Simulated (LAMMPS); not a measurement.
LAMMPS input (classical MD, pair style eam, the elements' _smf7.eam files (smf7)):

```
units metal
atom_style atomic
atom_modify map array
boundary p p p
read_data cell.data
replicate 4 4 4
pair_style eam
pair_coeff 1 1 Cu_smf7.eam
pair_coeff 2 2 Ni_smf7.eam
mass 1 63.5460
mass 2 58.6934
neighbor 1.5 bin
neigh_modify every 1 delay 0 check yes one 6000 page 200000
timestep 0.002
compute xu all property/atom xu yu zu
thermo_style custom step temp pe etotal enthalpy press vol lx ly lz
thermo_modify norm no flush no
thermo 1000
fix br all box/relax aniso 0 vmax 0.001
min_style cg
minimize 0 0.0001 3000 15000
unfix br
velocity all create 679 8413625 dist gaussian mom yes
fix md0 all npt temp 679 2172.8 0.1 iso 30000 30000 1.0 drag 2.0
run 1500
unfix md0
fix md0 all npt temp 2172.8 2172.8 0.1 iso 30000 30000 1.0 drag 2.0
run 1000
unfix md0
fix md0 all npt temp 2172.8 2172.8 0.1 iso 30000 30000 1.0
run 3000
unfix md0
fix md0 all nvt temp 2172.8 1490 0.1
run 2000
unfix md0
fix md0 all npt temp 1490 1490 0.1 iso 0 0 1.0 drag 1.0
run 20000
unfix md0
fix md0 all npt temp 1490 1490 0.1 iso 0 0 1.0
run 60000
unfix md0
change_box all x final 0 15.20064 y final 0 15.20064 z final 0 15.20064 remap units box
fix md0 all nvt temp 1490 1490 0.1
run 1500
unfix md0
fix vis all ave/time 2 1 2 c_thermo_press[*] file press.txt
fix md0 all nvt temp 1490 1490 1.0
run 120000
unfix md0
unfix vis
fix md0 all nve
run 4000
unfix md0
```

cell.data:

```
Cu4

4 atoms
2 atom types

0 3.610000 xlo xhi
0 3.610000 ylo yhi
0 3.610000 zlo zhi

Masses

1 63.5460 # Cu
2 58.6934 # Ni

Atoms # atomic

1 1 0.000000 0.000000 0.000000
2 1 0.000000 1.805000 1.805000
3 1 1.805000 0.000000 1.805000
4 1 1.805000 1.805000 0.000000
```

End of the log (thermodynamic rows thinned):

```
# run of 120000 steps: all nvt temp 1490 1490 1.0
   Step         temp           pe       etotal        press          vol           lx           ly           lz
  89053      1418.76     -814.423     -767.659      824.324      3512.25      15.2006      15.2006      15.2006
  93853      1500.47      -812.89     -763.433      1036.73      3512.25      15.2006      15.2006      15.2006
  98653      1401.89     -810.189     -763.981      2907.91      3512.25      15.2006      15.2006      15.2006
 103453      1443.31     -814.003     -766.429      4325.58      3512.25      15.2006      15.2006      15.2006
 108253      1587.18     -811.887     -759.572      4907.66      3512.25      15.2006      15.2006      15.2006
 113053      1499.16      -817.19     -767.775     -4857.58      3512.25      15.2006      15.2006      15.2006
 117853      1460.43      -813.82     -765.683      2023.56      3512.25      15.2006      15.2006      15.2006
 122653      1444.58     -813.788     -766.172     -1328.88      3512.25      15.2006      15.2006      15.2006
 127453       1549.9     -811.576     -760.489      6296.87      3512.25      15.2006      15.2006      15.2006
 132253      1382.89     -813.997     -768.415      547.737      3512.25      15.2006      15.2006      15.2006
 137053      1424.12     -814.107     -767.166     -373.123      3512.25      15.2006      15.2006      15.2006
 141853      1472.36     -815.728     -767.197     -1461.78      3512.25      15.2006      15.2006      15.2006
 146653      1382.67     -813.136     -767.561      1451.18      3512.25      15.2006      15.2006      15.2006
 151453      1556.34     -808.986     -757.687      6471.78      3512.25      15.2006      15.2006      15.2006
 156253      1306.54     -812.253     -769.188      4862.22      3512.25      15.2006      15.2006      15.2006
 161053      1441.68     -813.692     -766.173      1909.98      3512.25      15.2006      15.2006      15.2006
 165853      1419.96     -810.056     -763.253      7336.01      3512.25      15.2006      15.2006      15.2006
 170653      1457.31     -816.641     -768.606     -3774.66      3512.25      15.2006      15.2006      15.2006
 175453      1607.12     -815.266     -762.293      1316.34      3512.25      15.2006      15.2006      15.2006
 180253      1476.35     -816.642      -767.98     -5799.22      3512.25      15.2006      15.2006      15.2006
 185053      1433.22     -809.035     -761.795      8307.49      3512.25      15.2006      15.2006      15.2006
 189853      1453.11     -815.623     -767.726     -572.334      3512.25      15.2006      15.2006      15.2006
 194653      1572.24     -816.313      -764.49     -3569.72      3512.25      15.2006      15.2006      15.2006
 199453      1586.14      -810.88     -758.599       9160.3      3512.25      15.2006      15.2006      15.2006
 204253      1585.31     -817.823     -765.569     -5352.65      3512.25      15.2006      15.2006      15.2006
# run of 4000 steps: all nve
   Step         temp           pe       etotal        press          vol           lx           ly           lz
 209005      1421.41      -815.51     -768.658      -1936.2      3512.25      15.2006      15.2006      15.2006
 209165      1431.52      -815.85     -768.665     -3716.75      3512.25      15.2006      15.2006      15.2006
 209325      1480.91     -817.472     -768.659     -5190.54      3512.25      15.2006      15.2006      15.2006
 209485      1422.37     -815.541     -768.658     -2107.94      3512.25      15.2006      15.2006      15.2006
 209645      1345.06     -812.992     -768.657       1247.6      3512.25      15.2006      15.2006      15.2006
 209805      1417.51     -815.386     -768.663     -2219.46      3512.25      15.2006      15.2006      15.2006
 209965      1400.19     -814.811     -768.659      2697.26      3512.25      15.2006      15.2006      15.2006
 210125       1361.5     -813.529     -768.653       4271.6      3512.25      15.2006      15.2006      15.2006
 210285      1450.56     -816.466     -768.654     -4164.41      3512.25      15.2006      15.2006      15.2006
 210445      1430.09     -815.796     -768.658     -3337.98      3512.25      15.2006      15.2006      15.2006
 210605      1466.55     -816.993     -768.654      -7651.2      3512.25      15.2006      15.2006      15.2006
 210765      1379.38      -814.12     -768.654      -310.08      3512.25      15.2006      15.2006      15.2006
 210925      1465.08     -816.949     -768.658     -3635.79      3512.25      15.2006      15.2006      15.2006
 211085         1442     -816.181     -768.651     -6211.97      3512.25      15.2006      15.2006      15.2006
 211245       1407.3     -815.036     -768.649     -2732.56      3512.25      15.2006      15.2006      15.2006
 211405      1493.29     -817.873     -768.652     -4428.28      3512.25      15.2006      15.2006      15.2006
 211565      1375.07     -813.974     -768.649     -767.313      3512.25      15.2006      15.2006      15.2006
 211725       1460.2     -816.779     -768.649      -5344.7      3512.25      15.2006      15.2006      15.2006
 211885      1425.46      -815.63     -768.645     -1573.27      3512.25      15.2006      15.2006      15.2006
 212045      1460.81     -816.797     -768.647     -5223.25      3512.25      15.2006      15.2006      15.2006
 212205      1495.76     -817.955     -768.653     -6367.76      3512.25      15.2006      15.2006      15.2006
 212365      1444.04     -816.248      -768.65     -1899.93      3512.25      15.2006      15.2006      15.2006
 212525      1396.61     -814.687     -768.653     -2674.07      3512.25      15.2006      15.2006      15.2006
 212685      1464.08      -816.91     -768.652     -4388.95      3512.25      15.2006      15.2006      15.2006
 212845      1471.72     -817.162     -768.652     -2777.88      3512.25      15.2006      15.2006      15.2006
```

| Property | Value |
|---|---|
| state found | liquid |
| density | 7.689 ± 0.002 g/cm³ |
| volume per atom | 13.725 ± 0.004 Å³ |
| enthalpy per atom | -2.9897 ± 0.0008 eV |
| first peak of g(r) | 2.49 Å, height 2.7 |
| coordination number | 12.8 (counted to 3.50 Å) |
